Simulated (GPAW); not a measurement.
A self-consistent single point of SmB2 (P6/mmm, 3 atoms in the cell) with GPAW.

Method: LDA (Perdew-Wang 92), GPAW PAW datasets LDA (gpaw-data 1.0.1) (plane waves; GPAW 25.7.0).

```
CELL_PARAMETERS angstrom
      3.33414     0.00000     0.00000
     -1.66707     2.88745     0.00000
      0.00000     0.00000     4.03079
ATOMIC_POSITIONS crystal
  Sm 0.00000 0.00000 0.00000
  B  0.33333 0.66667 0.50000
  B  0.66667 0.33333 0.50000
```
Moments meant for the start (each program seeds them in its own way; μB, in the order of the atoms Sm B B): 5.0 0.0 0.0.

Reference input (self-consistent single point, DFT LDA (Perdew-Wang 92), plane waves, GPAW PAW datasets LDA (gpaw-data 1.0.1)): spinpol = true; mode = pw; ecut = 950 eV; xc = LDA; kpts = 11 11 8; mesh shift (steps) = 0 0 0; occupations.name = fermi-dirac; occupations.width = 0.1 eV; nbands = -9; convergence.forces = 0.001 eV/Å; symmetry.symmorphic = false; symmetry.tolerance = 0.0005. This run's input differs from it in these lines:

```diff
@@ -18,3 +18,3 @@
             xc='LDA',
-            kpts={'size': (11, 11, 8), 'gamma': True},
+            kpts={'size': (2, 2, 2), 'gamma': True},
             occupations={'name': 'fermi-dirac', 'width': 0.1},
```

Output, abridged:

```
     iter     time        total  log10-change:         magmom
                         energy   eigst   dens  force
iter:   1 --:--:--   -38.398309                          +5.0092
iter:   2 --:--:--   -25.153087   -0.63  -0.70           +2.1610
iter:   3 --:--:--   -23.097321   -0.71  -1.09           +2.8986
iter:   4 --:--:--   -23.078395   -2.12  -1.43           +2.8421
iter:   5 --:--:--   -23.851037   -2.50  -1.43           +3.8665
   [... 8 lines left out ...]
iter:  14 --:--:--   -24.055348   -4.17  -2.28           +5.5717
iter:  15 --:--:--   -24.068864   -4.33  -2.46           +5.6121
   [... lines left out ...]
iter: 150 --:--:--   -24.064201c  -5.22  -3.67           +5.6700

Did not converge!

Here are some tips:

1) Make sure the geometry and spin-state is physically sound.
2) Use less aggressive density mixing.
3) Solve the eigenvalue problem more accurately at each scf-step.
4) Use a smoother distribution function for the occupation numbers.
5) Try adding more empty states.
6) Use enough k-points.
7) Don't let your structure optimization algorithm take too large steps.
8) Solve the Poisson equation more accurately.
9) Better initial guess for the wave functions.

See details here:

    https://gpaw.readthedocs.io/documentation/convergence.html
Traceback (most recent call last):
   [... frames left out ...]
gpaw.KohnShamConvergenceError: Did not converge!  See text output for help.
```

The run ended unconverged after 150 iterations. 

The starting cell comes from a database of computed structures (which also holds hypothetical and non-ambient phases and stackings), without a prior relaxation at this level.

Cost on one core of a shared machine: roughly 2 min.
